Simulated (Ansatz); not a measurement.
# FePt: response to strain

The parent structure is FePt (space group P4/mmm, No. 123; a = 2.7313 Å, c = 3.7630 Å; ferromagnetic; relaxed with 0.1 eV smearing).

Strains are applied to the cell and any free atomic positions relax.

The values are results of Ansatz (a first-principles code), PBE, PAW, cutoff 420 eV, no SOC, not measurements.

Notes on the quantities. pressure: mean of the normal stresses, compression positive.

```json
[
 {"isotropic strain (%)": "-2.6", "pressure (GPa)": "19.2"},
 {"isotropic strain (%)": "0", "pressure (GPa)": "0.0"},
 {"isotropic strain (%)": "0.28", "pressure (GPa)": "?"},
 {"isotropic strain (%)": "0.96", "pressure (GPa)": "-5.3"},
 {"isotropic strain (%)": "1.18", "pressure (GPa)": "-6.4"}
]
```

Question: Fit P = P₀ − Bδ + Cδ² with δ = (1 + ε)³ − 1 to the rows shown and predict the withheld row.

Answer: Least squares on the printed values gives P₀ = 0.0 GPa, B = 202 GPa (at held cell shape), C = 663 GPa (largest residual 0.0 GPa); this predicts -1.7 GPa, and the run gives -1.6 GPa, in agreement.

Other magnetic orders, which the real material may have, were not ruled out. No phonon test of stability was made.
